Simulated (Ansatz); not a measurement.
Base system: W in the bcc (W type) structure (space group Im-3m, No. 229; a = 3.169 Å; relaxed with 0.1 eV smearing). Axes: x, y, z lie along the cube axes.

Level of theory: Ansatz (a program for electronic structure) r2SCAN, no spin-orbit coupling.

Before the change:

- Volume per atom: 15.91 Å³

It is then changed as follows: biaxial strain −2.00 %, plane normal [001], relaxed out of plane (Cartesian); in-plane vectors clamped, the third vector and the atoms free.

Q: What does the calculation give for the energy relative to the base, volume per atom and in-plane stress after the change?

A: The energy goes up by 25 meV/atom; the volume per atom drops by 0.39 Å³, from 15.91 Å³ to 15.52 Å³; the mean in-plane stress (compression positive) amounts to +12.7 GPa.

Stability against distortions was not tested. The final runs are not spin-polarised.
